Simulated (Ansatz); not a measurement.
The reference is SrTiO$_{3}$ in the cubic perovskite structure (space group Pm-3m, No. 221).

SrTiO3 is modelled in the cubic space group Pm-3m (No. 221), the cubic perovskite structure, Pearson symbol cP5. Conventional cell: a = 3.908 Å, b = 3.908 Å, c = 3.908 Å, α = 90.00°, β = 90.00°, γ = 90.00°. Sr on 1a is coordinated by 12 O at 2.763 Å (cuboctahedral). Ti on 1b sees 6 O at 1.954 Å (octahedral). O on 3c is coordinated by 2 Ti at 1.954 Å and 4 Sr at 2.763 Å (octahedral). (Neighbours: up to the widest gap in distance over summed covalent radii, below 1.35, at either atom; cation-cation and far metal-metal contacts left out.)

Calculations: Ansatz (an electronic-structure program) r2SCAN, without spin-orbit coupling, earlier PAW set.

Carriers are added at fixed cell with a uniform background; the Fermi–Dirac width is that of 300 K.

One change was made to it. Results:

```tsv
quantity	base	after
Fermi level relative to the doped band's edge (positive inside the band; to 0.05 eV)	–	+0.15 eV
gap between the host's bands	2.27 eV	2.40 eV
gap character	indirect, R → Γ	indirect, R → Γ
```

Q: Which of these changes matches the shifts?
A. electrons 3.0×10^21 cm⁻³
B. holes 5.0×10^21 cm⁻³
C. holes 2.0×10^21 cm⁻³

A: B, holes 5.0×10^21 cm⁻³. For comparison, the gap between the host's bands in the other runs: electrons 3.0×10^21 cm⁻³ gives 2.52 eV; holes 2.0×10^21 cm⁻³ gives 2.32 eV.

Charged cell with a jellium background: band edges are those of the host's band count, energies are not comparable with the neutral cell, and many-body gap narrowing is missing. Whether these cells are dynamically stable was not tested. All final runs are without spin polarisation. Many cubic perovskites are stable only at high temperature; tilts and polar distortions were not tested.
